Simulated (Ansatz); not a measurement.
# (Al,Ti)N: AlTi₃N₄

A 16-atom cell of (Al,Ti)N started in the rock salt structure, site fractions Al 0.250, Ti 0.750, short-range order -0.11 among the nearest mixed sites of the first mixed sublattice (0 is random, a negative value favours unlike neighbours), space group Cmmm at the end, an ordered arrangement that its symmetry holds.

Level of theory: PBE (plane waves to 420 eV, PAW; Ansatz, a quantum-chemistry and plane-wave program). Spin–orbit coupling is left out; the runs are not spin-polarised. Its k-point mesh 5×5×5, Fermi–Dirac width 0.05 eV.

- volume per atom: 9.34 Å³
- N–Ti bonds (within 1.22 times the sum of covalent radii): 2.126 Å on average, from 2.104 to 2.166 (36)
- Al–N bonds (within 1.22 times the sum of covalent radii): 2.048 Å on average, from 2.044 to 2.057 (12)

```yaml
crystal:
  lattice:
    - [0.00000, 4.22905, 4.22905]
    - [4.22263, 0.02332, 4.20573]
    - [4.22263, 4.20573, 0.02332]
  atoms:
    - { symbol: Al, position: [0.00000, 0.00000, 0.00000] }
    - { symbol: Ti, position: [0.00000, 0.00000, 0.50000] }
    - { symbol: Ti, position: [0.00000, 0.50000, 0.00000] }
    - { symbol: Al, position: [0.00000, 0.50000, 0.50000] }
    - { symbol: Ti, position: [0.50000, 0.00000, 0.00000] }
    - { symbol: Ti, position: [0.50000, 0.00000, 0.50000] }
    - { symbol: Ti, position: [0.50000, 0.50000, 0.00000] }
    - { symbol: Ti, position: [0.50000, 0.50000, 0.50000] }
    - { symbol: N, position: [0.24354, 0.25646, 0.25646] }
    - { symbol: N, position: [0.23592, 0.25000, 0.75000] }
    - { symbol: N, position: [0.23592, 0.75000, 0.25000] }
    - { symbol: N, position: [0.24354, 0.75646, 0.75646] }
    - { symbol: N, position: [0.75646, 0.24354, 0.24354] }
    - { symbol: N, position: [0.76408, 0.25000, 0.75000] }
    - { symbol: N, position: [0.76408, 0.75000, 0.25000] }
    - { symbol: N, position: [0.75646, 0.74354, 0.74354] }
```
